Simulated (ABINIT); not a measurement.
ABINIT 10.0.3, DFT, PBE, plane waves, JTH v2.0 PBE PAW: wurtzite ZnO (Zn4O4), 8 atoms. Basis and mesh were picked for this test and aren't claimed converged.

```yaml
cell: 6.50, 3.25, 5.21 Å; 90, 90, 120°
task: scf
ecut: 22 Ha
pawecutdg: 44 Ha
nband: 40
k mesh (ngkpt): 6×6×6
shiftk: 0×0×0
nstep: 100
tolvrs: 1e-09
occopt: 7
tsmear: 0.002 Ha
diemac: 12
prtwf: 0
prtden: 0
paral_kgb: 1
ranks over bands (npband): 1
ranks over FFT planes (npfft): 1
bands a rank in one block (bandpp): 40
wfoptalg: 114
nline: 4 (default)
iscf: 17 (default)
npulayit: 7 (default)
diemix: 0.7 (default)
dielng: 1.07748 (default)
kptopt: 1 (default)
k-points after symmetry: 64
bands: 40
symmetry_operations: 8
```

Machine: one whole node, AMD EPYC (Zen 5), 96 cores on 1 socket, no SMT, 12 L3 cache groups; 94 cores' worth of CPU time may be used.

Wall times, medians of two to five repeats, each run alone on the node (launch to exit). Processes are pinned to neighbouring cores unless said otherwise. Build: conda-forge: MPICH, OpenBLAS, FFTW3, no OpenMP, no ScaLAPACK. Other compilers and libraries give other times. Scratch files lie in a memory file system.

Ways to run it:
- 8 ranks × 4 threads, np_spkpt = 8
- 32 ranks, np_spkpt = 32
- 4 ranks × 8 threads, np_spkpt = 4
- 16 ranks × 2 threads, np_spkpt = 16

Problem. Which of these needs the most memory in all, and which the least?

Solution. Most: 32 ranks, np_spkpt = 32, 3.1 GiB; least: 4 ranks × 8 threads, np_spkpt = 4, 0.66 GiB (peak over all processes with shared segments and scratch files, sampled up to once a second, or the high-water mark of the largest process where that is more).

| way | memory in all | wall time |
|---|---|---|
| 4 ranks × 8 threads, np_spkpt = 4 | 0.66 GiB | 51 s |
| 8 ranks × 4 threads, np_spkpt = 8 | 1.0 GiB | 28 s |
| 16 ranks × 2 threads, np_spkpt = 16 | 1.7 GiB | 18 s |
| 32 ranks, np_spkpt = 32 | 3.1 GiB | 13 s |
